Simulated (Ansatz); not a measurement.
```
C
1.0
    0.00000     1.77854     1.77854
    1.76328     0.00000     1.77854
    1.76328     1.77854     0.00000
C
2
Direct
  0.50000   0.50000   0.50000
  0.75000   0.75000   0.75000
```

No spin polarisation.

Computed with PBEsol (Ansatz, an electronic-structure program; PAW; 420 eV plane waves; spin-orbit coupling left out). Γ-centred 16×16×16 mesh, Fermi–Dirac width 0.05 eV.

Problem. What is the computed smallest direct gap?

Solution. 5.43 eV.

Problem. Predict the band gap.

Solution. 3.82 eV.

Problem. Predict the hole mass.

Solution. 0.53 mₑ along x, 0.28 mₑ across (at Γ).

Load acts through the strain it causes; cell and atoms are relaxed under it. Masses are band curvatures over ±0.01 Å⁻¹ around the edge. Stability under load was not tested beyond the relaxation. The cell was made from C in the diamond structure (space group Fd-3m, No. 227) by this change: uniaxial stress, 8 GPa compression along x.
